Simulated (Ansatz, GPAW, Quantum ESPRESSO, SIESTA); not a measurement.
Zr₄CuNi (I422, 6 atoms in the cell) computed with different codes at matched settings

Self-consistent single point.

```
Zr4CuNi
1.0
   -3.29512     3.29512     2.60385
    3.29512    -3.29512     2.60385
    3.29512     3.29512    -2.60385
Zr Cu Ni
4 1 1
Cartesian
  4.35739   1.06228   1.30192
 -1.06228   4.35739   1.30192
  2.23284  -1.06228   1.30192
  1.06228   2.23284   1.30192
  0.00000   0.00000   2.60385
  0.00000   0.00000   0.00000
```

Shared settings, as Ansatz (a quantum-chemistry and plane-wave program) writes them: kpoints.mp_grid.grid = 5 5 5; scf.occupations.method = gaussian; scf.occupations.width = 0.136 eV. Potentials and cutoffs stand in the table.

```json
[
 {"code": "GPAW", "model": "LDA (Perdew-Wang 92), GPAW PAW datasets LDA (gpaw-data 1.0.1)", "pressure (GPa)": "-8.90", "largest force (eV/Å)": "0.078", "cutoff": "850 eV"},
 {"code": "Quantum ESPRESSO", "model": "LDA (PZ), GBRV 1.5 ultrasoft (LDA) pseudopotentials", "pressure (GPa)": "-8.79", "largest force (eV/Å)": "0.073", "cutoff": "50 Ry"},
 {"code": "SIESTA", "model": "LDA PW92, numerical atomic orbitals DZP, PseudoDojo LDA standard norm-conserving potentials (rewritten from UPF to PSML)", "pressure (GPa)": "-11.25", "largest force (eV/Å)": "0.030", "cutoff": "grid 400 Ry"},
 {"code": "Ansatz", "model": "LDA (PW92), PAW files made with PBE", "pressure (GPa)": "-8.67", "largest force (eV/Å)": "0.076", "cutoff": "420 eV"}
]
```

On Ansatz's run: spin polarisation is off.

The spread over the programs that give each value: pressure within 2.58 GPa; largest force within 0.048 eV/Å.

SIESTA uses small atom-centred bases, whose incompleteness enters pressures, forces and empty levels differently from a plane-wave cutoff. Ansatz's pressure is given at a fixed set of plane waves, as the other plane-wave codes print theirs. The same LDA comes in different parametrisations, which differ slightly. In the pressure, SIESTA (by 2.46) lies more than 1 GPa from the median of the plane-wave programs. In the force vectors, SIESTA (by 0.106) lies more than 0.08 eV/Å from the median of the plane-wave programs.

The starting cell comes from a database of computed structures (which also holds hypothetical and non-ambient phases and stackings), without a prior relaxation at this level.

Left out of this page: Elk (not drawn, or without a comparable value).

Keys are those of Ansatz 0.2.
